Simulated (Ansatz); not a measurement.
Consider Cu in the fcc (Cu type) structure (space group Fm-3m, No. 225; a = 3.5638 Å). Axes: x, y, z lie along the cube axes.

Level of theory: Ansatz (a quantum-chemistry and plane-wave program), PBEsol, PAW, cutoff 420 eV, spin-orbit coupling left out.

For the base:

| Property | Result |
|---|---|
| Pressure | 0.0 GPa |

Now apply this change: uniaxial strain ε_zz = −4.66 %, all other strain components held at zero; the atoms relax in the strained cell.

Task: What does the calculation give for the energy relative to the base and pressure after the change?

Result: The energy goes up by 18 meV/atom; the pressure (mean of the normal stresses, compression positive) goes from zero to 9.1 GPa.

Without a gap, meshes like the base's 22×22×22 leave anisotropic stresses uncertain by several tenths of a GPa, and small strain energies with them. Whether these cells are dynamically stable was not tested. All final runs are without spin polarisation.
